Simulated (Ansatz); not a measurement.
Seebeck coefficient (μV/K, mean over directions) of p-type AlN (P6_3mc) against carrier density, Ansatz (a first-principles code) with r2SCAN with spin-orbit coupling, rigid bands. Computed gap 4.82 eV; densities at which minority carriers matter at this gap, or further valleys turn the trend, are left out. Conductivity mass 1.00 mₑ (harmonic mean over directions), N_v = 5.8e19 cm⁻³ at 300 K.

| hole density | 300 K | 500 K |
|---|---|---|
| 1e16 cm⁻³ | ___ | 1045 |
| 1e17 cm⁻³ | 767 | 846 |
| 1e18 cm⁻³ | 568 | 648 |
| 3e18 cm⁻³ | 474 | 554 |
| 1e19 cm⁻³ | 371 | 450 |
| 3e19 cm⁻³ | 280 | 357 |
| 1e20 cm⁻³ | 186 | ___ |
| 3e20 cm⁻³ | 114 | 180 |
| 1e21 cm⁻³ | 67 | 121 |

### Question
Fill in the missing entries.

### Answer

- 1e16 cm⁻³, 300 K: 965
- 1e20 cm⁻³, 500 K: 259

Rigid bands with a gap fixed in temperature, one relaxation time for all states, no polarons or phonon drag, and whether or not such doping can be reached. Geometry: cell and atoms relaxed with PBEsol.
